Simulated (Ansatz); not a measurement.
We consider LaZnNO (model structure, started from the LaZnOP type, P4/nmm, No. 129, 8 atoms in the cell), described by PBEsol (Ansatz, a program for electronic structure, plane waves, PAW).

Settings: plane-wave cutoff 520 eV, 8×8×4 k mesh (along the axes of the cell as run), Fermi–Dirac smearing 0.01 eV, scalar-relativistic PAW data made under PBE.

Cell (relaxed at this level):

```yaml
crystal:
  lattice:
    - [3.75683, 0.00000, 0.00000]
    - [0.00000, 3.75683, 0.00000]
    - [0.00000, 0.00000, 8.06595]
  atoms:
    - { symbol: La, position: [0.00000, 0.50000, 0.83502] }
    - { symbol: La, position: [0.50000, 0.00000, 0.16498] }
    - { symbol: Zn, position: [0.00000, 0.00000, 0.50000] }
    - { symbol: Zn, position: [0.50000, 0.50000, 0.50000] }
    - { symbol: N, position: [0.50000, 0.00000, 0.62856] }
    - { symbol: N, position: [0.00000, 0.50000, 0.37144] }
    - { symbol: O, position: [0.50000, 0.50000, 0.00000] }
    - { symbol: O, position: [0.00000, 0.00000, 0.00000] }
```

**Question.** Estimate the band gap and bulk modulus B0 that the calculation returns.

**Answer.** 
* **band gap**: 1.70 eV (on the SCF k mesh)
* **bulk modulus B0**: 100 GPa

Note: the bulk modulus is −V dP/dV from two relaxed cells at ±2 % in volume; the relaxation could raise the start's symmetry but not lower it, so the cell can be a saddle point.

Spin–orbit coupling is not included.

The computed numbers hold no vibrational or temperature effects.

A model structure was made by putting elements into a prototype or built by hand; it is no filed structure, need not be a known phase, and can be a saddle point held by its symmetry.
